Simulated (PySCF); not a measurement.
PySCF 2.14.0, unrestricted WB97X/def2-svp, df: C[CH]COC, charge 0, multiplicity 2, 14 atoms. The geometry is a generated start, not checked to be a minimum at this level.

* **task**: energy
* **method**: wb97x
* **basis**: def2-svp
* **two-electron scheme**: density fitting
* **mol.max_memory**: 3000 MB
* **mf.max_cycle**: 100
* **mf.conv_tol**: 1e-09 (default)
* **mf.grids.level**: 3 (default)
* **basis functions**: 115
* **grid points**: 158832

```xyz
14

C      2.0295     0.6379     0.2732
C      1.2848    -0.6355     0.2141
C     -0.1891    -0.6367     0.3254
O     -0.7612     0.1121    -0.7474
C     -2.1537     0.2185    -0.6581
H      2.1836     0.9576     1.3119
H      1.4596     1.4262    -0.2191
H      3.0075     0.5473    -0.1926
H      1.8033    -1.5605     0.0454
H     -0.5088    -0.1635     1.2757
H     -0.5870    -1.6618     0.3089
H     -2.4561     0.7675     0.2445
H     -2.4814     0.7631    -1.5422
H     -2.6310    -0.7722    -0.6398
```

Charge 0 and multiplicity 2 are set for this test and not shown to be the ground state.

With the defaults (mf.diis = true, mf.init_guess = minao, mf.diis_damp = 0, mf.level_shift = 0, mf.DIIS = CDIIS, mf.diis_space = 8, newton = off) it converges in 13 Fock builds. One run each on 2 threads, 1 BLAS thread, with these changes:
- mf.diis = false
- mf.diis_damp = 0.3
- mf.DIIS = ADIIS
- mf.diis_space = 5
- mf.init_guess = 1e
- newton = Hessian by the SCF's own integrals
- mf.init_guess = huckel
- mf.level_shift = 0.1 Hartree
- mf.diis_space = 3

**Question.** Which runs fail or end elsewhere than the default run?

**Answer.** No convergence: mf.diis = false (the run ends without SCF convergence in 100 cycles). The rest reach the solution of the defaults.

```tsv
setting	Fock builds	end
the defaults	13	same solution
mf.diis_damp = 0.3	13	same solution
mf.init_guess = huckel	13	same solution
mf.level_shift = 0.1 Hartree	14	same solution
mf.diis_space = 5	14	same solution
mf.diis_space = 3	17	same solution
mf.init_guess = 1e	19	same solution
mf.DIIS = ADIIS	20	same solution
newton = Hessian by the SCF's own integrals	29	same solution
mf.diis = false	101	no convergence
```

Under newton the count holds the products with the orbital Hessian.
